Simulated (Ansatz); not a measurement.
Element substitutions in Sr

The reference is Sr in the fcc (Cu type) structure (space group Fm-3m, No. 225).

```yaml
crystal:
  lattice:
    - [0.00000, 2.96127, 2.96127]
    - [2.96127, 0.00000, 2.96127]
    - [2.96127, 2.96127, 0.00000]
  atoms:
    - { symbol: Sr, position: [0.00000, 0.00000, 0.00000] }
```

Each row replaces one element on all its sites; cell and atoms are relaxed.

Calculations: PBEsol (Ansatz, a first-principles code, PAW, spin-orbit coupling left out), earlier PAW set.

Candidates:
(a) Sr → Ca
(b) Sr → Mg
(c) Sr → Be

Base values:

Lattice parameter a: 5.923 Å

Q: Order them by lattice parameter a, lowest first.

A: (c) Sr → Be (3.148 Å), (b) Sr → Mg (4.493 Å), (a) Sr → Ca (5.455 Å)

No phonon test of stability was made. As relaxed here, Be is a hypothetical phase, not in the database extracts checked. For Mg in this form, whether it has been made was not checked. This is not the structure that Mg has at room temperature and ambient pressure.
